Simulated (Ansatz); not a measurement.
# Ru, response to strain

Start from Ru in the hcp (Mg type) structure (space group P6_3/mmc, No. 194; relaxed with 0.1 eV smearing).

```xyz
2
Lattice="2.6756 0.0000 0.0000 -1.3378 2.3171 0.0000 0.0000 0.0000 4.2237" Properties=species:S:1:pos:R:3 pbc="T T T"
Ru     1.3378     0.7724     3.1678
Ru     0.0000     1.5447     1.0559
```

Strains are applied to the cell and any free atomic positions relax.

The values are results of LDA, PAW, 420 eV (Ansatz, a quantum-chemistry and plane-wave program; without spin-orbit coupling), not measurements.

Notes on the quantities. pressure: mean of the normal stresses, compression positive; energy relative to the base: free energy F.

```
case                      shortest interatomic distance   pressure  energy relative to the base
------------------------  -----------------------------  ---------  ---------------------------
base                                            2.617 Å    0.0 GPa                   0 meV/atom
isotropic strain −3.00 %                        2.538 Å   41.5 GPa                +136 meV/atom
isotropic strain −2.50 %                        2.551 Å   33.3 GPa                 +93 meV/atom
isotropic strain −1.50 %                        2.577 Å   18.5 GPa                 +32 meV/atom
isotropic strain −1.00 %                        2.590 Å   11.9 GPa                 +14 meV/atom
isotropic strain −0.50 %                        2.603 Å    5.7 GPa                +3.4 meV/atom
isotropic strain +0.50 %                        2.630 Å   -5.3 GPa                +3.3 meV/atom
isotropic strain +1.50 %                        2.656 Å  -14.7 GPa                 +29 meV/atom
isotropic strain +2.00 %                        2.669 Å  -18.9 GPa                 +50 meV/atom
isotropic strain +2.50 %                        2.682 Å  -22.7 GPa                 +77 meV/atom
```

Stability against distortions was not tested. All final runs are without spin polarisation.
